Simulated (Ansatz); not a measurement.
## Effect of isotropic strain −3.10 % on SnO2

The parent structure is SnO2 in the rutile structure (space group P4_2/mnm, No. 136; a = 4.7685 Å, c = 3.2114 Å).

Modification: an isotropic linear strain of −3.10 %, atoms relaxed at fixed cell.

All numbers come from DFT with PBEsol, PAW potentials and a 420 eV plane-wave cutoff in Ansatz (an electronic-structure program), no SOC, earlier PAW set. Γ-centred 7×7×10 mesh, Fermi–Dirac width 0.05 eV.

* **Volume per atom**: 11.07 Å³ (base 12.17 Å³)
* **Space group**: P4_2/mnm (No. 136) (base P4_2/mnm (No. 136))
* **Shortest interatomic distance**: 1.989 Å (base 2.066 Å)
* **Energy relative to the base (free energy F)**: +72 meV/atom
* **Band gap**: 2.01 eV (base 0.92 eV)
* **Gap character**: direct at Γ (base direct at Γ)
* **Mean gap deformation potential ΔEg/Δln V**: -11.5 eV
* **Electron mass**: 0.22 mₑ along c, 0.25 mₑ across (at Γ) (base 0.17 mₑ along c, 0.19 mₑ across (at Γ))
* **Hole mass**: 1.5 mₑ along c, 1.2 mₑ across (at Γ) (base 1.7 mₑ along c, 1.3 mₑ across (at Γ))
* **Valence-band top at Γ (three highest levels, from the VBM)**: 0.00, -0.86, -0.86 eV (base 0.00, -0.77, -0.77 eV)
* **Largest internal atomic displacement**: 0.012 Å

Final structure:

```
CELL_PARAMETERS angstrom
      4.62071     0.00000     0.00000
      0.00000     4.62071     0.00000
      0.00000     0.00000     3.11185
ATOMIC_POSITIONS crystal
  Sn 0.00000 0.00000 0.00000
  Sn 0.50000 0.50000 0.50000
  O  0.30441 0.30441 0.00000
  O  0.80441 0.19559 0.50000
  O  0.19559 0.80441 0.50000
  O  0.69559 0.69559 0.00000
```

Masses are band curvatures over ±0.01 Å⁻¹ around the edge. Semilocal Kohn–Sham gaps tend to fall short of experiment. Whether these cells are dynamically stable was not tested.
